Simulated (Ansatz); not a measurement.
The reference is CdS in the zinc blende structure (space group F-43m, No. 216).

```
CELL_PARAMETERS angstrom
      0.00000     2.93884     2.93884
      2.93884     0.00000     2.93884
      2.93884     2.93884     0.00000
ATOMIC_POSITIONS crystal
  Cd 0.00000 0.00000 0.00000
  S  0.25000 0.25000 0.25000
```

Computed with r2SCAN in Ansatz (plane waves to 500 eV, PAW, no spin-orbit coupling).

For the base:

The hole mass is 0.16, 0.78, 0.78 mₑ (at Γ) and the electron mass is 0.15 mₑ (at Γ).

Perturbation: the cell is scaled by 1.0050 in all directions; the atoms relax in the strained cell.

Q: What happens to the hole mass?

A: The hole mass (degenerate bands, along [100]) becomes 0.16, 0.79, 0.79 mₑ (at Γ) (base: 0.16, 0.78, 0.78 mₑ (at Γ)).

Q: Predict the new electron mass.

A: The electron mass stays 0.15 mₑ (at Γ).

The levels and masses belong to the bands next to the band gap. Masses are band curvatures over ±0.01 Å⁻¹ around the edge. Stability against distortions was not tested.

Ansatz is a program for electronic structure.
